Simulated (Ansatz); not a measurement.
## A constructed model of the (0001) surface of hcp Hf, a layer of Zn in place of the second plane (bottom of the slab: a bare face, its two planes held)

Computed with PBE (plane waves to 420 eV, PAW; Ansatz, a quantum-chemistry and plane-wave program).

Set-up: 6 atoms, 12.0 Å thick at the start; mesh 13x13x1; 0.1 eV smearing; dipole correction on; 2 atoms held, the rest relaxed; start symmetry kept, larger cells not searched; no spin, no spin-orbit, no U. It is one candidate, not shown to be the stable structure of the face.

```json
{
 "work_function_of_the_top_face": "4.19 eV",
 "energy_released_by_relaxation": "0.039 eV",
 "cost": "about 3 core-minutes (a rough figure)"
}
```
